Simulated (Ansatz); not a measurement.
## SnO2 under a change: x(Pb) = 0.75, 12 atoms, Pmmm

The reference is SnO₂ in the rutile structure (space group P4_2/mnm, No. 136; a = 4.760 Å, c = 3.201 Å).

The other end (x = 1) is PbO₂ in the rutile structure (space group P4_2/mnm, No. 136): 14.10 Å³/atom, gap zero.

It is then changed as follows: Pb replaces 75.0 % of the Sn, ordered in a cell of 12 atoms (starting symmetry Pmmm) and fully relaxed.

Calculations: r2SCAN (Ansatz, an electronic-structure program), no SOC. Γ-centred 10×5×5 mesh, Fermi–Dirac width 0.05 eV, for the changed cell.

```json
[
 {"quantity": "volume per atom", "base": "12.09 Å³", "changed": "13.57 Å³", "shift": "+1.488 Å³"},
 {"quantity": "density", "base": "6.90 g/cm³", "changed": "8.85 g/cm³", "shift": "+1.95 g/cm³"},
 {"quantity": "band gap", "base": "1.77 eV", "changed": "zero", "shift": "–"},
 {"quantity": "mixing energy (to 0.01 eV only: unlike meshes or grids)", "base": "–", "changed": "+0.02 eV/atom", "shift": "–"},
 {"quantity": "deviation of the volume from the linear (Vegard-type) interpolation", "base": "–", "changed": "-0.2 %", "shift": "–"},
 {"quantity": "mean first-shell distances", "base": "–", "changed": "Sn–O 2.101 Å (end compound 2.059 Å), Pb–O 2.161 Å (end compound 2.167 Å)", "shift": "–"}
]
```

Each cell is one ordered arrangement of few atoms, which overstates ordering effects compared with a random alloy. With Pb present, leaving out spin-orbit coupling can change the band edges. Stability against distortions was not tested. The final runs are not spin-polarised. Gaps under 0.05 eV, about the width of the smearing, are given as zero. A zero or small gap of SnPb3O8 and PbO2 can be the functional's error rather than a property of the material.
